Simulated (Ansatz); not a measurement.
Base system: HfO2 in the fluorite structure (space group Fm-3m, No. 225).

```yaml
crystal:
  lattice:
    - [0.00000, 2.50052, 2.50052]
    - [2.50052, 0.00000, 2.50052]
    - [2.50052, 2.50052, 0.00000]
  atoms:
    - { symbol: Hf, position: [0.00000, 0.00000, 0.00000] }
    - { symbol: O, position: [0.25000, 0.25000, 0.25000] }
    - { symbol: O, position: [0.75000, 0.75000, 0.75000] }
```

Cartesian axes are those of the cell as printed.

All numbers come from Ansatz (a quantum-chemistry and plane-wave program) LDA, scalar-relativistic without spin-orbit coupling.

Strains are applied to the cell and any free atomic positions relax.

One change was made to it. Results:

The band gap decreases by 0.026 eV, from 3.66 eV to 3.64 eV; the pressure (mean of the normal stresses, compression positive) goes from zero to 1.43 GPa; the shortest interatomic distance drops by 0.004 Å (2.166 Å → 2.162 Å).

Question: Which change produced these results?
A. uniaxial strain ε_zz = +3.00 %
B. uniaxial strain ε_zz = −0.50 %
C. uniaxial strain ε_zz = −1.50 %

Answer: B, uniaxial strain ε_zz = −0.50 %. For comparison, the band gap in the other runs: uniaxial strain ε_zz = +3.00 % gives 3.38 eV; uniaxial strain ε_zz = −1.50 % gives 3.57 eV.

Spin-orbit coupling, missing from the scalar runs, can matter with Hf. Whether these cells are dynamically stable was not tested. This is not the structure that HfO2 has at room temperature and ambient pressure.
